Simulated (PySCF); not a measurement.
PySCF 2.14.0, BP86/def2-svp, df: B(H)(NEtMe)(NMe2) (CCN(C)BN(C)C), 23 atoms. The geometry is a generated start, not checked to be a minimum at this level.

```
Item                          Result
-------------------  ---------------
task                          energy
method                          bp86
basis                       def2-svp
two-electron scheme  density fitting
mol.max_memory               3000 MB
mf.max_cycle                     100
mf.init_guess        minao (default)
mf.DIIS              CDIIS (default)
mf.diis_space            8 (default)
mf.conv_tol          1e-09 (default)
mf.grids.level           3 (default)
basis functions                  187
grid points                   259560
```

```xyz
23

B     -0.9058     0.1026     0.0289
H     -1.8368     0.7616    -0.2654
N      0.1801     0.1038    -0.8706
C      1.2712    -0.8432    -0.8994
C      0.2834     1.1070    -1.9060
C      1.4052     2.1161    -1.6460
H      2.1845    -0.4536    -0.4302
H      1.5141    -1.0886    -1.9387
H      0.9824    -1.7627    -0.3959
H      0.4553     0.6212    -2.8789
H     -0.6656     1.6428    -1.9600
H      2.3758     1.6265    -1.6487
H      1.4056     2.8805    -2.4176
H      1.2579     2.5917    -0.6794
N     -0.9972    -0.6199     1.2351
C      0.0802    -1.2308     1.9778
C     -2.2666    -0.8080     1.8973
H     -0.0535    -1.0287     3.0465
H      0.1048    -2.3213     1.8514
H      1.0319    -0.8107     1.6757
H     -2.5099    -1.8746     1.9715
H     -2.2424    -0.3981     2.9150
H     -3.0545    -0.3135     1.3376
```

One run each on 2 threads, 1 BLAS thread. Values of level_shift (Hartree) tried: 0 (default), 0.1, 0.3, 1.

How does the count of Fock builds change with level_shift (Hartree), and where is it least?

Fewest Fock builds, within one of each other: 0 (default) with 13, 0.1 with 12. The count rises to 39 at 1. All converge to one solution.

```
level_shift (Hartree)  Fock builds            end
---------------------  -----------  -------------
0 (default)                     13  same solution
0.1                             12  same solution
0.3                             14  same solution
1                               39  same solution
```
